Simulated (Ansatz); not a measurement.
System: WC (Fm-3m, No. 225, 2 atoms in the cell; start mp-13136; a measured phase of this formula has another space group). Method: PBEsol in Ansatz (PAW).

Run with plane-wave cutoff 520 eV, 22×22×22 k mesh, Fermi–Dirac smearing 0.05 eV, no spin polarisation, scalar-relativistic PAW data made under PBE.

Cell (relaxed at this level):

Space group Fm-3m (No. 225); a = b = c = 4.345 Å, α = β = γ = 90.00°

| atom | site | symmetry | x | y | z |
|---|---|---|---|---|---|
| W | 4a | m-3m | 0.0000 | 0.0000 | 0.0000 |
| C | 4b | m-3m | 0.5000 | 0.5000 | 0.5000 |
(The calculation used a cell of 2 atoms; values per cell refer to that cell.)

Q: What does this level give for the bulk modulus?

A: 
- bulk modulus = 391 GPa

Note: the run has no spin polarisation, so it can have missed a magnetic state; the bulk modulus is −V dP/dV from two relaxed cells at ±2 % in volume; the relaxation could not lower the start's symmetry, so the cell can be a saddle point above a distorted one.

Spin–orbit coupling is not included; it can open a gap where bands touch, and shift volumes and moduli.

Static lattice: no zero-point or thermal effects.

It cost about 25 core-seconds (a rough figure) of CPU time.

A start named mp-… is a Materials Project structure, which need not be a measured phase.

Ansatz is a program for electronic structure.
